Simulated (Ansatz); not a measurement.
Sc: element substitutions

Consider Sc in the hcp (Mg type) structure (space group P6_3/mmc, No. 194).

```xyz
2
Lattice="3.3295 0.0000 0.0000 -1.6647 2.8834 0.0000 0.0000 0.0000 5.1919" Properties=species:S:1:pos:R:3 pbc="T T T"
Sc     0.0000     1.9223     3.8940
Sc     1.6647     0.9611     1.2980
```

Each row replaces one element on all its sites; cell and atoms are relaxed.

Computed with r2SCAN (Ansatz, a quantum-chemistry and plane-wave program), spin-orbit coupling left out.

```csv
variant,shortest interatomic distance,c/a ratio
base,3.230 Å,1.559
Sc → Al,2.818 Å,1.653
Sc → K,–,1.656
Sc → Zr,3.185 Å,1.587
Sc → Ta,2.887 Å,1.773
```

No phonon test of stability was made. For Al, K and Ta in this form, whether it has been made was not checked. The final runs are not spin-polarised. This is not the structure that Al has at room temperature and ambient pressure. This is not the structure that K has at room temperature and ambient pressure. This is not the structure that Ta has at room temperature and ambient pressure.
